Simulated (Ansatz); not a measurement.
Base system: ZnO in the wurtzite structure (space group P6_3mc, No. 186; a = 3.280 Å, c = 5.294 Å).

Structures relaxed with Ansatz (a first-principles code), PBE, PAW, cutoff 420 eV, no spin-orbit coupling, earlier PAW set.

Base:

Simulated powder pattern, Cu Kα1, λ = 1.54056 Å (kinematic, ideal powder, no thermal factors, no anomalous dispersion; the 10 strongest lines at most, above 2 %, up to 2θ = 90°):

```json
[
 {"2θ (°)": "31.47", "I/Imax (%)": "51", "hkl": "(100)"},
 {"2θ (°)": "33.84", "I/Imax (%)": "39", "hkl": "(002)"},
 {"2θ (°)": "35.85", "I/Imax (%)": "100", "hkl": "(101)"},
 {"2θ (°)": "46.88", "I/Imax (%)": "23", "hkl": "(102)"},
 {"2θ (°)": "56.03", "I/Imax (%)": "35", "hkl": "(110)"},
 {"2θ (°)": "61.84", "I/Imax (%)": "34", "hkl": "(103)"},
 {"2θ (°)": "65.69", "I/Imax (%)": "5.1", "hkl": "(200)"},
 {"2θ (°)": "67.08", "I/Imax (%)": "29", "hkl": "(112)"},
 {"2θ (°)": "68.32", "I/Imax (%)": "15", "hkl": "(201)"},
 {"2θ (°)": "88.24", "I/Imax (%)": "12", "hkl": "(203)"}
]
```

After one change:

Simulated powder pattern, Cu Kα1, λ = 1.54056 Å (kinematic, ideal powder, no thermal factors, no anomalous dispersion; the 10 strongest lines at most, above 2 %, up to 2θ = 90°):

```
2θ (°)  I/Imax (%)
------  ----------
31.70           51
34.10           39
36.12          100
47.25           23
56.47           35
62.36           34
66.23          5.1
67.64           28
68.89           15
89.07           12
```

Question: Which of these changes matches the shifts?
A. pressure −1 GPa
B. pressure 3 GPa
C. pressure −2 GPa
D. pressure 1.5 GPa

Answer: B, pressure 3 GPa. Its volume per atom is 12.06 Å³ against 12.33 Å³, and its space group is P6_3mc (No. 186).

Load acts through the strain it causes; cell and atoms are relaxed under it. Stability against distortions was not tested. Tetrahedral semiconductors of this kind turn to denser phases somewhere between about 1 and 50 GPa; those were not computed, so compressed cells here can lie past the real transition.
